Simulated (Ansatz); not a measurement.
Consider a periodic stack without vacuum, tetragonal WSi2 (1 1 0) on zinc-blende GaSb (1 1 1) (film strained to the substrate, started from cuts of the bulks and a machine-learned relaxation; slabs Ga4Sb4 and Si8W4, which can lie off the formulas): substrate slab Ga4Sb4, film Si8W4, surface cells [[0, -1], [1, -1]] and [[-1, -1], [0, -1]], film strained by -3.8 and -3.3 %, outermost planes Sb/Ga and SiW/SiW as cut, which need not be the usual terminations and can put a slab off its formula. Its start:

```xyz
20
Lattice="4.3930 0.0000 0.0307 2.1965 3.8044 0.0466 0.1781 0.8425 25.4047" Properties=species:S:1:pos:R:3 pbc="T T T"
Ga     4.3408     2.6489     4.0036
Ga     6.5549     3.9367     7.6669
Ga     2.1825     1.4248    11.2026
Ga     4.4194     2.4108    14.8125
Sb     5.0949     3.2433     1.2271
Sb     6.5496     3.9232     4.9623
Sb     2.1556     1.3961     8.5263
Sb     4.3744     2.6849    12.1929
Si     3.2311     3.6979    16.8890
Si     3.2482     1.1370    16.8188
Si     2.1239     1.7722    19.5483
Si     4.3238     3.0383    19.5743
Si     3.1290     3.5772    21.7150
Si     3.1392     1.0368    21.7207
Si     2.0203     1.6744    24.4764
Si     4.2204     2.9117    24.3548
W      5.4491     2.4185    17.3195
W      6.5155     4.3151    19.3597
W      5.3334     2.3034    21.9701
W      6.4324     4.1984    24.0352
```

The start was prepared with a machine-learned potential, and the result is one local minimum, with the in-plane cell held and forces under 0.04 eV/Å; the film can end far from its bulk form.

Computed with PBE (plane waves to 420 eV, PAW; Ansatz, a quantum-chemistry and plane-wave program). No spin–orbit coupling; the runs are not spin-polarised. Its k-point mesh 8×8×1, Fermi–Dirac width 0.05 eV.

Q: Predict the relaxed interface.

A: 
| Quantity | Result |
|---|---|
| interface area | 16.7 Å² |
| period | 24.65 Å |
| heights between the nearest atoms of the two slabs at the two interfaces | 2.32 and 2.23 Å |
| Sb–Si contacts across the interfaces within 1.22 times the sum of covalent radii | 2, mean 2.66 Å |
| Sb–W contacts across the interfaces within 1.22 times the sum of covalent radii | 2, mean 3.18 Å |
| Ga–W contacts across the interfaces within 1.22 times the sum of covalent radii | 1, mean 2.43 Å |
